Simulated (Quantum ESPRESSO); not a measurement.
Quantum ESPRESSO run on Ce₂Ga₅Au₃ (P-4m2, 10 atoms in the cell): self-consistent single point.

Method of the run: PBEsol, SSSP 1.1.2 efficiency (PBE) pseudopotentials (plane waves; Quantum ESPRESSO).

```
CELL_PARAMETERS angstrom
      4.35075     0.00000     0.00000
      0.00000     4.35075     0.00000
      0.00000     0.00000    10.99173
ATOMIC_POSITIONS crystal
  Ce 0.50000 0.00000 0.25177
  Ce 0.00000 0.50000 0.74823
  Ga 0.50000 0.50000 0.00000
  Ga 0.00000 0.00000 0.00000
  Ga 0.50000 0.00000 0.87084
  Ga 0.00000 0.50000 0.12916
  Ga 0.50000 0.50000 0.50000
  Au 0.50000 0.00000 0.64731
  Au 0.00000 0.50000 0.35269
  Au 0.00000 0.00000 0.50000
```

Reference input (self-consistent single point, DFT, PBEsol, plane waves, SSSP 1.1.2 efficiency (PBE) pseudopotentials): ecutwfc = 70 Ry; ecutrho = 560 Ry; occupations = smearing; smearing = fermi-dirac; degauss = 0.0073499 Ry; input_dft = pbesol; K_POINTS = automatic 6 6 2 1 1 1; conv_thr = 1e-10 Ry. This run's input differs from it in these lines:

```diff
@@ -16,2 +16,3 @@
     degauss = 0.0073499
+    nbnd = 73
     input_dft = 'pbesol'
```

Output, abridged:

```
     Self-consistent Calculation

     iteration #  1     ecut=    70.00 Ry     beta= 0.70

 %%%%%%%%%%%%%%%%%%%%%%%%%%%%%%%%%%%%%%%%%%%%%%%%%%%%%%%%%%%%%%%%%%%%%%%%%%%%%%
     Error in routine efermig (1):
     internal error, cannot bracket Ef
 %%%%%%%%%%%%%%%%%%%%%%%%%%%%%%%%%%%%%%%%%%%%%%%%%%%%%%%%%%%%%%%%%%%%%%%%%%%%%%

     stopping ...
```

The program stopped with an error at about iteration 1. 

The starting cell comes from a database of computed structures (which also holds hypothetical and non-ambient phases and stackings), without a prior relaxation at this level.
